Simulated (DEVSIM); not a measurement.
Structure: W/SiO2/n-Si capacitor, at 300 K.

```tsv
layer (left to right)	material	thickness (nm)	Nd (cm⁻³)
1	SiO2	15.0	-
2	Si	520	1.2e18
```

Metal gate on the left, work function 4.6 eV. Fixed charge at the semiconductor interface 6.9e10 cm⁻² (in units of +e); no interface traps.

This is a model device: material constants are rounded textbook-type values typed into the input, and sizes, dopings and lifetimes were drawn at random. Values at 300 K.

```
parameter      SiO2       Si
-------------  ----  -------
gap (eV)          9    1.124
affinity (eV)   0.9     4.05
permittivity    3.9     11.7
Nc (cm⁻³)         -  2.86e19
Nv (cm⁻³)         -   3.1e19
```

Model (solved in DEVSIM): 1D Poisson equation in equilibrium, Boltzmann statistics, complete ionisation; no quantum confinement or tunnelling. Metal contacts follow the ideal Schottky-Mott rule: no Fermi-level pinning, no interface dipoles.

Base results: flat-band voltage (V) 0.42; minimum of the low-frequency capacitance (μF/cm²) 0.140.

Q: What follows from this one change: fixed charge 6.9e+10 → -8.01e+11 cm^-2?

A: flat-band voltage 0.42 → 1.03 V; minimum of the low-frequency capacitance little changed (0.140 μF/cm²).

Q: What follows from this one change: substrate doping 1.2e+18 → 2.4e+17 cm^-3?

A: flat-band voltage 0.42 → 0.38 V; minimum of the low-frequency capacitance 0.140 → 0.0974 μF/cm².

Q: What follows from this one change: interface trap density 0 → 1e+12 cm^-2 eV^-1?

A: flat-band voltage 0.42 → 0.60 V; minimum of the low-frequency capacitance 0.140 → 0.159 μF/cm².

Q: What follows from this one change: gate work function 4.6 → 4.75 eV?

A: flat-band voltage 0.42 → 0.57 V; minimum of the low-frequency capacitance little changed (0.139 μF/cm²).
